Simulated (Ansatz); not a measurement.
# Effect of x(Ru) = 0.125, 8 atoms, C2 on Os

Base system: Os in the hcp (Mg type) structure (space group P6_3/mmc, No. 194; a = 2.755 Å, c = 4.344 Å).

The other end (x = 1) is Ru in the hcp (Mg type) structure (space group P6_3/mmc, No. 194): 13.77 Å³/atom, gap zero.

The change: a fraction x = 0.125 of the Os sites is given to Ru, ordered in a cell of 8 atoms (starting symmetry C2) and fully relaxed.

All numbers come from PBE (Ansatz, a first-principles code; PAW; 420 eV plane waves; spin-orbit coupling left out). Γ-centred 11×11×9 mesh, Fermi–Dirac width 0.05 eV, for the changed cell.

The volume per atom decreases by 0.064 Å³ to 14.21 Å³ and the density drops by 1.202 g/cm³ to 20.92 g/cm³. The shortest interatomic distance drops by 0.0077 Å to 2.685 Å and the band gap is still zero. The mixing energy is 0.00 eV/atom (to 0.01 eV only: unlike meshes or grids) and the deviation of the volume from the linear (Vegard-type) interpolation comes out as 0.0 %.

Cost of the whole job for the changed cell (relaxation, final SCF and bands): roughly 25 core-minutes.

Each cell is one ordered arrangement of few atoms, which overstates ordering effects compared with a random alloy. Stability against distortions was not tested. All final runs are without spin polarisation.
